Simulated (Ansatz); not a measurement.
# Effect of W → Se on W

Take W (space group Pm-3n, No. 223; a = 5.033 Å) as the base.

Modification: Se takes the place of W on all its sites; the structure is relaxed again.

Method: Ansatz (a first-principles code), PBEsol, PAW, cutoff 420 eV, without spin-orbit coupling. Γ-centred 9×9×9 mesh, Fermi–Dirac width 0.05 eV.

The volume per atom grows by 3.68 Å³ to 19.62 Å³ and the lattice parameter a grows by 0.361 Å, from 5.033 Å to 5.394 Å. The space group remains Pm-3n (No. 223) and the shortest interatomic distance grows by 0.1805 Å, from 2.517 Å to 2.697 Å. The band gap stays zero.

Stability against distortions was not tested. As relaxed here, Se is a hypothetical phase, not in the database extracts checked. All final runs are without spin polarisation. This is not the structure that W has at room temperature and ambient pressure.
